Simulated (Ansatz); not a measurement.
**Point defect N interstitial in wurtzite AlN**

Calculation: PBE, PAW (plane waves to 420 eV; Ansatz, a program for electronic structure). The supercell holds 96 host sites (3×2×2 repeats of the unit cell), with a 2×2×2 shifted k-point sampling for the final energies. Site at the start: void with 3N nearest. Charged cells carry a point-charge image correction with potential alignment at far atoms. Dielectric constants: PBE linear response of the host. Host gap at this level: 4.03 eV. Finite-size and sampling errors can reach tenths of an eV here. Levels are measured in PBE's own, too narrow, gap. Spin–orbit coupling is left out. Each state is the lowest found from its start.

Formation energies E_f are given with the Fermi level at the valence-band maximum. Chemical conditions: Al-rich (Δμ(N) = -2.74 eV; only phases computed here count, gases as isolated molecules at 0 K); N-rich (Δμ(N) = 0.00 eV; only phases computed here count, gases as isolated molecules at 0 K). Reference phases: N: N2 molecule in a box.

The name describes the start; the neighbours show where the added atom ended.

```csv
charge,moment (μB),largest move off a lattice site (Å),neighbours of the added atom at the end (Å),image correction with alignment (eV),"E_f, Al-rich (eV)","E_f, N-rich (eV)",above the lowest spin state (eV)
+2†,1.0,0.61,"N 1.21, Al 1.99, Al 2.12, Al 2.60, N 2.65, Al 2.71, N 2.74",1.09,–,–,0.00
+1,2.0,0.64,"N 1.28, Al 1.90, Al 1.92, Al 2.64, Al 2.64, N 2.64",0.32,6.09,3.36,0.00
+1,not spin-polarised,0.69,"N 1.29, Al 1.88, Al 2.01, Al 2.25, N 2.62, N 2.67",0.33,6.85,4.11,0.76
0,1.0,0.74,"N 1.39, Al 1.83, Al 1.96, Al 2.04, N 2.59, N 2.74, N 2.75",0.00,7.61,4.88,0.00
−1,not spin-polarised,0.89,"N 1.51, Al 1.82, Al 1.86, Al 1.89",0.11,9.32,6.58,0.00
−2*,1.0,0.95,"N 1.52, Al 1.83, Al 1.87, Al 1.87",–,–,–,0.00
```

* At this level the carrier isn't localised at the defect: at charge −2 electrons occupy the conduction band. Such a state is shallow or no state of the defect, and this cell gives it no level.

† Not settled in this cell, so no level is given: charge +2: level within 0.1 eV of a band edge or past it.

No other site or start that was run ended lower by more than 0.1 eV.

Transition levels above the valence-band maximum: ε(+1/0) = 1.52 eV; ε(0/−1) = 1.71 eV. On the lower envelope of the bound states, inside the gap: (+1/0) at 1.52 eV; (0/−1) at 1.71 eV.

Flagged in the runs: a host whose relaxation on this sampling wasn't shown to rest, a strain field that reaches the edge of the cell.
